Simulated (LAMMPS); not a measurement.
LAMMPS 22 Jul 2025, classical MD, AIREBO (CH.airebo): C, 1000 atoms.

```
Quantity                                                                                          Result
-----------------------------------------------  -------------------------------------------------------
task                                                                                             MD, nve
potential                                                                              AIREBO, CH.airebo
copies of the repeat unit                                                                          5×5×5
shape (slab and sphere leave vacuum in the box)                                                     bulk
temperature                                                                                        800 K
steps                                                                                                800
timestep                                                                                          0.5 fs
neighbor skin                                                                                        2 Å
neigh_modify                                                                   every 1 delay 0 check yes
thermo                                                                                               100
newton                                                                                      on (default)
atom_modify sort (bins of 2 Å where set)                                                  1000 (default)
comm_style                                                                               brick (default)
box                                                                                 17.8 × 17.8 × 17.8 Å
start                                                generated diamond lattice, warmed in an untimed run
compared values                                  energy and forces of the first step, drift over the run
```

Hardware: Arm Neoverse V2, 96 cores on 1 socket, no SMT, 1 L3 cache group.

Each set of copies ran two to five times on the otherwise empty node; times are medians from launch to the last exit. Processes are pinned to neighbouring cores unless said otherwise. The times hold for this build (PyPI wheel: MPICH, OPENMP and OPT packages). Scratch files lie in a memory file system. A preparatory run goes ahead and isn't timed.

Ways to fill 88 cores (the node offers 329 GiB):
- 4 copies of 22 ranks
- 88 ranks
- 88 copies of 1 rank
- 22 copies of 4 ranks
- 8 copies of 11 ranks
- 2 copies of 44 ranks
- 44 copies of 2 ranks

Q: Which packing maximises jobs per hour, and what does it cost in the time of one job?

A: 88 copies of 1 rank: 13000 jobs an hour; within 8 % of it: 44 copies of 2 ranks. At the low end 88 ranks gives 3100. One job is done soonest with 88 ranks (1.2 s against 24 s).

```
way                   time till all copies end  jobs an hour  memory in all, scratch files included
--------------------  ------------------------  ------------  -------------------------------------
88 copies of 1 rank                       24 s         13000                                1.9 GiB
44 copies of 2 ranks                      13 s         12000                                1.7 GiB
22 copies of 4 ranks                     6.9 s         11000                                1.6 GiB
8 copies of 11 ranks                     3.4 s          8600                                1.5 GiB
4 copies of 22 ranks                     2.1 s          6700                                1.4 GiB
2 copies of 44 ranks                     1.5 s          4700                                1.4 GiB
88 ranks                                 1.2 s          3100                                1.4 GiB
```
